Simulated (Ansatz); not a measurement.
## A constructed model of the (0001) surface of hcp Co, ferromagnetic, a layer of Ni in place of the second plane (bottom of the slab: a bare face, its two planes held)

The numbers are results of PBE (plane waves to 420 eV, PAW; Ansatz, a program for electronic structure), not measurements.

Set-up: 6 atoms, 10.1 Å thick at the start with caps and adatoms (thin: gaps and levels are the slab's own); mesh 17x17x1; 0.1 eV smearing; dipole correction on; 2 atoms held, the rest relaxed; held to the start's symmetry, so lower structures may exist; spin-polarised, ending with about 9.1 μB a cell; orders that need a larger cell were not tried, no spin-orbit, no U. In PBE it lies 0.06 eV a 1x1 cell over the lowest computed structure of the same composition (a layer of Ni in place of the third plane).

| Property | Result |
|---|---|
| work function of the top face | 5.12 eV |
| energy released by relaxation | 0.006 eV |
| magnetic moment of the cell | 9.10 μB |
| cost | about 5 core-minutes (a rough figure) |
